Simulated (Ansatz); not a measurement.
**GaSb, element substitutions**

Consider GaSb in the zinc blende structure (space group F-43m, No. 216).

GaSb has the cubic space group F-43m (No. 216), the zinc blende structure, Pearson symbol cF8. Conventional cell: a = b = c = 6.1324 Å, α = β = γ = 90.00°. Sb on 4c has 4 Ga at 2.655 Å (tetrahedral). Ga on 4a is surrounded by 4 Sb at 2.655 Å (tetrahedral). (Neighbours: up to the widest gap in distance over summed covalent radii, below 1.35, at either atom; cation-cation and far metal-metal contacts left out.)
(The calculation used a cell of 2 atoms; values per cell refer to that cell.)

Each row replaces one element on all its sites; cell and atoms are relaxed.

Method: r2SCAN/PAW in Ansatz (an electronic-structure program), scalar-relativistic without spin-orbit coupling.

**Question.** Only one of these keeps a band gap. Which?
(A) Ga → Zn
(B) Sb → Mo
(C) Sb → As

**Answer.** C, Sb → As. Computed: Ga → Zn: zero; Sb → As: 0.96 eV; Sb → Mo: zero

With Sb present, leaving out spin-orbit coupling can change the band edges. No phonon test of stability was made. As relaxed here, ZnSb and GaMo are hypothetical phases, not in the database extracts checked. All final runs are without spin polarisation. An odd electron count without spin: ZnSb and GaMo. GaMo has a high density of states at the Fermi level and may be magnetic at this level.
